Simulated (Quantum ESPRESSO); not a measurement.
**σxx against uniaxial strain in Cu3Au-type Al3Sc (space group 221): C11 (Quantum ESPRESSO, PBEsol)**

```
Al3Sc
1.0
    4.00795     0.00000     0.00000
    0.00000     4.06899     0.00000
    0.00000     0.00000     4.06899
Sc Al
1 3
Direct
  0.00000   0.00000   0.00000
  0.00000   0.50000   0.50000
  0.50000   0.00000   0.50000
  0.50000   0.50000   0.00000
```

Computed with PBEsol, GBRV 1.5 ultrasoft (PBESOL) pseudopotentials (plane waves; Quantum ESPRESSO 7.5). Settings: ecutwfc = 65 Ry; ecutrho = 520 Ry; occupations = smearing; smearing = fd; degauss = 0.0036749 Ry; potentials = {Sc: sc_pbesol_v1.uspp.F.UPF, Al: al_pbesol_v1.uspp.F.UPF}; K_POINTS = automatic 16 16 16 0 0 0; conv_thr = 1e-10 Ry; mixing_beta = 0.3. The cell above is the first row's. The rows stretch one cube axis (x) by the strain ε and hold the other two. Stress is positive in tension. In all rows fractional positions and the k mesh are held.

```
ε (%)  σxx (GPa)
-----  ---------
-1.5           ?
-1.0       -1.94
-0.5       -0.95
0.0         0.03
0.5         0.98
1.0         1.90
1.5         2.79
2.0         3.66
```

Question: Using a parabola, estimate the missing σxx at ε = -1.5 from the other rows, showing the fit.

Answer: Least squares gives σxx = 0.030 + 1.9207·ε - 0.0529·ε². Residuals (row less fit): 0.004, -0.006, 0.000, 0.003, 0.002, -0.002, 0.000; standard error 0.004 (degrees of freedom: 4). The slope at ε = 0, 1.9207 GPa per cent, gives C11 ≈ 100 × 1.9207 = 192 GPa, for the static lattice. At the withheld row, σxx = 0.030 + 1.9207 × (-1.5) - 0.0529 × (-1.5)² = -2.970 GPa. The calculation gives -2.96 GPa, 0.010 GPa above the prediction (0.2 % of the range of σxx in the table). The row lies outside the fitted rows, so this is an extrapolation. From the scatter of the fitted rows alone, a prediction at this place has a standard error of 0.008 GPa, so the miss is 1.3 times that.

Carrying the step between the two nearest rows on in a straight line would have given -2.93, off by 0.03; series whose last step already gives the withheld value aren't shown. The reference cell has the volume at which an earlier scan in this program and functional put its minimum by a fit. The runs keep the symmetry of the cell, so they don't test it for distortions. The unstrained cell stands at a pressure of -0.03 GPa, and the constants belong to that pressure. By symmetry this strain leaves no force on the atoms; the largest in the rows is 0.000 eV/Å. Without a gap such slopes are sensitive to mesh and smearing. Cutoffs and mesh are single choices, not tested for convergence of this quantity. Series with a scatter that would blur these digits, or in which a gap closes, are not shown. Strain series were run only where this level's volume lies within 10 % of a first guess from the measured size.
